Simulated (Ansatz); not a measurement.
An Ansatz (a first-principles code) input (PBEsol/PAW in Ansatz, no spin-orbit coupling):

Ansatz 0.2 input:
```yaml
crystal:
  lattice:
    - [3.2697304714, 0, 0]
    - [0, 3.2697304714, 0]
    - [1.6348652357, -1.6348652357, 2.4193085751]
  atoms:
    - { symbol: Ca, position: [0, 0, 0] }
    - { symbol: O, position: [0.5, 0.5, 0] }
basis: { ecutwfc: 420, ecutrho_ratio: 4, xc_grid: 2, fft_grid_basis: typed }
kpoints: { mp_grid: { grid: [12, 12, 12] } }
hamiltonian:
  xc: pbesol
  dispersion: none
  pseudopotentials: { kind: paw }
scf: { occupations: { method: fermi_dirac, width: 0.05 } }
relax: { f_tol: 0.005, max_steps: 50, cell: { stress_tol: 0.01, fix: [a, b, gamma] } }
output: { forces: true, stress: true }
checkpoint: { write: state.ck, write_every: 1000 }
```

Which symmetry and how many k-points will the program report, and about how many plane waves at Γ?

Space group I4/mmm (ITA 139) with 16 operations, k-points 163 of 1728, and 533 plane waves at Γ.

And the final pressure?

6.30 GPa (compression positive).

The cells carry an imposed strain or load. Stability against distortions was not tested. The cell was made from CaO in the rock salt structure (space group Fm-3m, No. 225) by this change: biaxial strain −3.00 %, plane normal [001], relaxed out of plane.
